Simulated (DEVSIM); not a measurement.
Structure: Ti/SiO2/n-GaAs capacitor, at 300 K.

| layer (left to right) | material | thickness (nm) | Nd (cm⁻³) |
|---|---|---|---|
| 1 | SiO2 | 16.0 | - |
| 2 | GaAs | 7400 | 7.5e15 |

Metal gate on the left, work function 4.33 eV. Fixed charge at the semiconductor interface 0 cm⁻² (in units of +e); interface traps 9.3e11 cm⁻² eV⁻¹, uniform in energy, neutral level at 0.5 of the gap above the valence band.

The device is made up for the run: typed textbook-type constants, with dimensions and the other settings drawn at random. Values at 300 K.

| parameter | SiO2 | GaAs |
|---|---|---|
| gap (eV) | 9 | 1.424 |
| affinity (eV) | 0.9 | 4.07 |
| permittivity | 3.9 | 12.9 |
| Nc (cm⁻³) | - | 4.7e17 |
| Nv (cm⁻³) | - | 9e18 |

Simulated with DEVSIM: 1D Poisson equation in equilibrium, Boltzmann statistics, complete ionisation; no quantum confinement or tunnelling. Metal contacts follow the ideal Schottky-Mott rule: no Fermi-level pinning, no interface dipoles.

Tabulate band edges, carrier densities and field at -1.2 V on the gate.

Energies count from the Fermi level of the right contact; mesh points crowd at the junctions.

```
x (μm)    Ec (eV)  Ev (eV)  n (cm⁻³)  p (cm⁻³)  field (V/cm)
--------  -------  -------  --------  --------  ------------
0.000       4.630   -4.370     < 1e2     < 1e2       -280000
0.001612    4.586   -4.414     < 1e2     < 1e2       -280000
0.004945    4.494   -4.506     < 1e2     < 1e2       -280000
0.01093     4.329   -4.671     < 1e2     < 1e2       -280000
0.01502     4.216   -4.784     < 1e2     < 1e2       -280000
0.01636     1.018   -0.406     < 1e2    1.4e12        -43000
0.01864     1.008   -0.416     < 1e2    9.3e11        -43000
0.02728     0.971   -0.453     < 1e2    2.2e11        -42000
0.04591     0.895   -0.529       430    1.2e10        -40000
0.08983     0.729   -0.695    260000     1.9e7        -35000
0.2021      0.398   -1.026    9.7e10     < 1e2        -24000
0.6279      0.107   -1.317    7.4e15     < 1e2           -61
1.546       0.107   -1.317    7.5e15     < 1e2           ≈ 0
3.716       0.107   -1.317    7.5e15     < 1e2           ≈ 0
6.287       0.107   -1.317    7.5e15     < 1e2           ≈ 0
6.965       0.107   -1.317    7.5e15     < 1e2           ≈ 0
7.230       0.107   -1.317    7.5e15     < 1e2           ≈ 0
7.342       0.107   -1.317    7.5e15     < 1e2           ≈ 0
7.394       0.107   -1.317    7.5e15     < 1e2           ≈ 0
7.408       0.107   -1.317    7.5e15     < 1e2           ≈ 0
7.413       0.107   -1.317    7.5e15     < 1e2           ≈ 0
7.416       0.107   -1.317    7.5e15     < 1e2           ≈ 0
```
